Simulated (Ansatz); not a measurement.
The structure below was relaxed with plane-wave PAW DFT at the r2SCAN level (Ansatz, an electronic-structure program, 500 eV), no spin-orbit coupling, at pressure 9 GPa.

```yaml
crystal:
  lattice:
    - [4.36276, 0.00000, 0.00000]
    - [-2.18138, 3.77826, 0.00000]
    - [0.00000, 0.00000, 6.86922]
  atoms:
    - { symbol: Sb, position: [0.33333, 0.66667, 0.22174] }
    - { symbol: Sb, position: [0.66667, 0.33333, 0.77826] }
    - { symbol: Mg, position: [0.00000, 0.00000, 0.00000] }
    - { symbol: Mg, position: [0.33333, 0.66667, 0.63190] }
    - { symbol: Mg, position: [0.66667, 0.33333, 0.36810] }
```

Question: Find the space group and the Wyckoff positions.

Answer: Space group P-3m1 (No. 164); a = b = 4.3628 Å, c = 6.8692 Å, α = β = 90.00°, γ = 120.00°

| atom | site | symmetry | x | y | z |
|---|---|---|---|---|---|
| Sb | 2d | 3m. | 0.3333 | 0.6667 | 0.2217 |
| Mg | 1a | -3m. | 0.0000 | 0.0000 | 0.0000 |
| Mg | 2d | 3m. | 0.6667 | 0.3333 | 0.3681 |

Question: Describe the coordination.

Answer: The crystal has 5 atoms in its conventional cell. Lattice parameters: a = b = 4.3628 Å, c = 6.8692 Å, α = β = 90.00°, γ = 120.00°. Sb is coordinated by 7 Mg at 2.712–2.944 Å. Mg1 has 6 Sb at 2.944 Å (octahedral). Mg2 sees 4 Sb at 2.712–2.818 Å (tetrahedral). (Neighbours: up to the widest gap in distance over summed covalent radii, below 1.35, at either atom; cation-cation and far metal-metal contacts left out.)

Spin-orbit coupling, missing from the scalar runs, can matter with Sb. Load acts through the strain it causes; cell and atoms are relaxed under it. Whether these cells are dynamically stable was not tested. Competing high-pressure phases were not computed. The cell was made from Mg₃Sb₂ (space group P-3m1, No. 164) by this change: pressure 9 GPa.
